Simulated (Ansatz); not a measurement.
We consider Cu2ZnSnS4 (I-42m, No. 121, 8 atoms in the cell; start mp-1025500; a measured phase of this formula has another space group), described by r²SCAN-D4 in Ansatz (PAW).

Settings: plane-wave cutoff 500 eV, 10×10×10 k mesh, Fermi–Dirac smearing 0.05 eV, no spin polarisation, scalar-relativistic PAW data made under PBE.

Cell (relaxed at this level):

Cu2SnZnS4 has the tetragonal space group I-42m (No. 121), Pearson symbol tI16. Cell: a = b = 5.3830 Å, c = 10.8070 Å, α = β = γ = 90.00°. Zn on 2a is coordinated by 4 S at 2.337 Å (tetrahedral). Cu on 4d is coordinated by 4 S at 2.286 Å (tetrahedral). Sn on 2b is surrounded by 4 S at 2.433 Å (tetrahedral). S on 8i is coordinated by 2 Cu at 2.286 Å and 1 Zn at 2.337 Å and 1 Sn at 2.433 Å (tetrahedral). (Neighbours: up to the widest gap in distance over summed covalent radii, below 1.35, at either atom; cation-cation and far metal-metal contacts left out.)
(The calculation used a cell of 8 atoms; values per cell refer to that cell.)

### Question
Give the computed band gap.

### Answer

- band gap: 0.37 eV (on the SCF k mesh)

Note: the relaxation could not lower the start's symmetry, so the cell can be a saddle point above a distorted one.

Spin–orbit coupling is not included.

The computed numbers hold no vibrational or temperature effects.

A start named mp-… is a Materials Project structure, which need not be a measured phase.

Ansatz is a quantum-chemistry and plane-wave program.
